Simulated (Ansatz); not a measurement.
System: OsTe2 (Pa-3, No. 205, 12 atoms in the cell; start COD 8104490). Method: r²SCAN (Ansatz, a first-principles code, plane waves, PAW).

Run with plane-wave cutoff 560 eV, 10×10×10 k mesh, Fermi–Dirac smearing 0.05 eV, no spin polarisation, scalar-relativistic PAW data made under PBE.

Cell (relaxed at this level):

```
OsTe2
1.0
    6.44144     0.00000     0.00000
    0.00000     6.44144     0.00000
    0.00000     0.00000     6.44144
Os Te
4 8
Direct
  0.00000   0.50000   0.50000
  0.50000   0.50000   0.00000
  0.50000   0.00000   0.50000
  0.00000   0.00000   0.00000
  0.37289   0.12711   0.87289
  0.62711   0.87289   0.12711
  0.12711   0.87289   0.37289
  0.87289   0.12711   0.62711
  0.87289   0.37289   0.12711
  0.12711   0.62711   0.87289
  0.62711   0.62711   0.62711
  0.37289   0.37289   0.37289
```

Question: Estimate the band gap and bulk modulus that the calculation returns.

Answer: 
- band gap = 0.03 eV (under three smearing widths, so not firm)
- bulk modulus = 139 GPa

Note: the relaxation could not lower the start's symmetry, so the cell can be a saddle point above a distorted one; the bulk modulus is −V dP/dV from two relaxed cells at ±2 % in volume.

Spin–orbit coupling is not included; it can close the smallest gap of 0.03 eV.

The computed numbers hold no vibrational or temperature effects.
